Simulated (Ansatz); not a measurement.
## Worked example: self-consistent single point of the (001) slab of NiTe2 (cut from a parent of space group no. 164; 6 atoms in the cell) in Ansatz

Computed with PBEsol, default PAW files made with PBE (plane waves; Ansatz, a quantum-chemistry and plane-wave program).

This input was run:

Ansatz 0.2 input:
```yaml
# NiTe2
crystal:
  lattice:
    - [3.88674700, 0.00000000, 0.00000000]
    - [-1.94337300, 3.36602200, 0.00000000]
    - [0.00000000, 0.00000000, 21.99590600]
  atoms:
    - { symbol: Ni, position: [0.00000000, 0.00000000, 0.37750700] }
    - { symbol: Te, position: [0.33333300, 0.66666700, 0.43677200] }
    - { symbol: Te, position: [0.66666700, 0.33333300, 0.31824100] }
    - { symbol: Ni, position: [0.00000000, 0.00000000, 0.62249300] }
    - { symbol: Te, position: [0.33333300, 0.66666700, 0.68175900] }
    - { symbol: Te, position: [0.66666700, 0.33333300, 0.56322800] }
basis:
  ecutwfc: 30.9 Ry
kpoints:
  mp_grid:
    grid: [9, 9, 1]
hamiltonian:
  xc: pbesol
  pseudopotentials:
    kind: paw
scf:
  occupations:
    method: gaussian
    width: 0.0073 Ry
output:
  forces: true
  eigenvalues: true
  stress: true
```

Output, abridged:

```
WARN the atoms were moved onto the symmetric positions of the space group found under crystal.symmetry.tolerance 1.0e-5 (fractional …
WARN ansatz: RAYON_NUM_THREADS=1 ignored (pool sized by the plan → 1); use --threads N
Pseudopotentials: kind: paw
Pseudopotential: Ni, paw, valence charge 18
Pseudopotential: Te, paw, valence charge 16
Crystal: 6 atoms, lattice volume = 287.770 Å³
Basis set: ecut = 420.4159175005146 eV, 5713 PW (Γ), exchange–correlation on 54×54×300 points (8 copies of the dense FFT grid, shifted against one another)
Bands: 60, of which v1, the nominal top of the filled ones, is band 50 counted from 1 (49 counted from 0)
Symmetry: 12 space group operations
Space group: P-3m1 (ITA 164), of the structure as read, at distance tolerance 6.6e-5 Å
k-points: 12 of 81
PAW frozen core: Ni, regenerated for the run's functional, and the local potential with it
PAW frozen core: Te, regenerated for the run's functional, and the local potential with it
Initial density: superposition of atomic densities (neutral atoms: chi_scale 0, normalization atom), corrected by the library's trained network
Initial wavefunctions: pseudopotential atomic-orbital guess
Eigensolver: davidson
Functional: x = pbesol(κ = 0.804, μ = 0.12345679012345678), c = pbesol(β = 0.046)
SCF iter   1: F=—  HF=-39217.033722 eV  |F-HF|=—  |Δ(HF+E_count)|=         —  Δρ=1.21e-2  dr2=3.11e-1  ethr=1.77e-3  ⟨swp⟩=9.9  Hψ=3268  notcnv=0  defer=11
all-band conjugate gradients solve this SCF's bands
preconditioner: auto → LDOS
SCF iter   2: F=—  HF=-39217.005904 eV  |F-HF|=—  |Δ(HF+E_count)|=   2.78e-2  Δρ=5.65e-3  dr2=4.43e-2  ethr=3.11e-4  ⟨swp⟩=2.2  Hψ=1097  notcnv=0  defer=44
SCF iter   3: F=—  HF=-39217.007318 eV  |F-HF|=—  |Δ(HF+E_count)|=   1.41e-3  Δρ=4.38e-3  dr2=4.07e-2  ethr=4.43e-5  ⟨swp⟩=2.0  Hψ=1352  notcnv=0  defer=44
SCF iter   4: F=—  HF=-39217.006255 eV  |F-HF|=—  |Δ(HF+E_count)|=   1.06e-3  Δρ=1.97e-3  dr2=8.73e-3  ethr=4.07e-5  ⟨swp⟩=1.2  Hψ=682  notcnv=0  defer=44
SCF iter   5: F=—  HF=-39217.005773 eV  |F-HF|=—  |Δ(HF+E_count)|=   4.82e-4  Δρ=2.72e-4  dr2=3.13e-4  ethr=8.73e-6  ⟨swp⟩=1.8  Hψ=712  notcnv=0  defer=44
SCF iter   6: F=—  HF=-39217.005970 eV  |F-HF|=—  |Δ(HF+E_count)|=   1.97e-4  Δρ=5.62e-5  dr2=1.05e-5  ethr=3.13e-7  ⟨swp⟩=2.0  Hψ=905  notcnv=0  defer=44
SCF iter   7: F=—  HF=-39217.006011 eV  |F-HF|=—  |Δ(HF+E_count)|=   4.08e-5  Δρ=2.17e-5  dr2=1.72e-6  ethr=1.05e-8  ⟨swp⟩=2.0  Hψ=1178  notcnv=0  defer=44
SCF iter   8: F=—  HF=-39217.006011 eV  |F-HF|=—  |Δ(HF+E_count)|=   4.82e-7  Δρ=1.02e-5  dr2=7.51e-7  ethr=1.72e-9  ⟨swp⟩=2.2  Hψ=1005  notcnv=0  defer=44
SCF iter   9: F=-39217.006011 eV  HF=-39217.006011 eV  |F-HF|=2.63e-7  |Δ(HF+E_count)|=   3.24e-7  Δρ=2.06e-6  dr2=2.50e-8  ethr=1.00e-10  ⟨swp⟩=13.0  Hψ=4097  notcnv=0
SCF 1 converged in 9 iterations: F = -39217.006011 eV  dr2 = 2.50e-8
SCF converged after 9 iterations
Free energy (F): -39217.006011 eV
Harris-Foulkes:  -39217.006011 eV  (|F-HF|=2.63e-7)
Internal energy: -39216.980189 eV  (E = F + TS)
E sigma→0 (E₀):  -39216.993100 eV
Entropy (-TS):   -0.025822 eV (-4.304 meV/atom)
Fermi energy:    3.359278 eV
--- Per-component energies (eV) ---
  E_band       = -2517.803837
  E_kinetic    = 1290.173063
  E_local      = -88375.878157  (includes V_loc(G=0)·N_el)
  E_nonlocal   = 45.461446
  E_hartree    = 43866.734363
  E_xc         = -661.554710
  E_vxc        = -634.170889  (∫ρ·V_xc dr)
  E_paw        = -21533.624044  (= ΣΔE_a)
  E_vpaw       = -2576.898090  (= ΣTr[D̂ρ^β])
  E_aug_tail   = 0.000257  (compensation charges beyond the density's cutoff)
  E_ewald      = 26149.813755
  E_core_change = 1.893838  (= ΣΔE_core)
  E_smearing   = -0.025822  (= −TS)
  E_closure    = -0.000000  (closes the sum)
  Σ components = -39217.006011   (vs F -39217.006011, Δ=0.00e0)
--- Forces (eV/Å), atoms counted from 1 ---
  atom   1  Ni    -0.00000000    -0.00000000     0.14907066
  atom   2  Te     0.00000000     0.00000000    -0.28293219
  atom   3  Te    -0.00000000    -0.00000000     0.33797250
  atom   4  Ni     0.00000000     0.00000000    -0.14907066
  atom   5  Te     0.00000000     0.00000000    -0.33797250
  atom   6  Te     0.00000000    -0.00000000     0.28293219
  max |Σ_I F_I| component: 2.02e-18 eV/Å
--- Stress (GPa, compression-positive) ---
       -2.463184      -0.000000      -0.000000
       -0.000000      -2.463184      -0.000000
       -0.000000      -0.000000      -1.513498
  P = ⅓ Tr σ = -2.1466 GPa (-21.466 kbar)
  The stress holds the Pulay correction. Without it, at fixed plane waves, as pw.x and ABINIT print it: P = -2.1640 GPa
--- Band table (eV; the first three rows and the last of 12) ---
  k-point 0: bands = ["-99.8952", "-99.8952", "-60.4725", "-60.4725", "-60.4725", "-60.4725", "-60.3863", "-60.3863", "-33.8671", "-33.8669", "-33.8590", "-33.8590", "-33.8514", "-33.8514", "-33.8170", "-33.8170", "-33.8161", "-33.8161", "-33.6312", [...]
  k-point 1: bands = ["-99.8952", "-99.8952", "-60.4725", "-60.4725", "-60.4725", "-60.4725", "-60.3863", "-60.3863", "-33.8669", "-33.8667", "-33.8591", "-33.8589", "-33.8517", "-33.8513", "-33.8170", "-33.8162", "-33.8160", "-33.8154", "-33.6313", [...]
  k-point 2: bands = ["-99.8952", "-99.8952", "-60.4727", "-60.4727", "-60.4725", "-60.4725", "-60.3863", "-60.3863", "-33.8665", "-33.8661", "-33.8595", "-33.8586", "-33.8524", "-33.8512", "-33.8169", "-33.8159", "-33.8145", "-33.8136", "-33.6314", [...]
  k-point 11: bands = ["-99.8952", "-99.8952", "-60.4728", "-60.4728", "-60.4728", "-60.4728", "-60.3863", "-60.3863", "-33.8651", "-33.8651", "-33.8618", "-33.8549", "-33.8549", "-33.8515", "-33.8139", "-33.8130", "-33.8130", "-33.8122", [...]
```

The run converged in 9 iterations.

The starting cell comes from a database of computed structures (which also holds hypothetical and non-ambient phases and stackings), without a prior relaxation at this level. The slab is cut from that crystal, and its faces are unrelaxed. Its lattice was rescaled by up to half a per cent. Spin-orbit coupling is off. Spin polarisation is off, so a magnetic state, if there is one, cannot be reached.
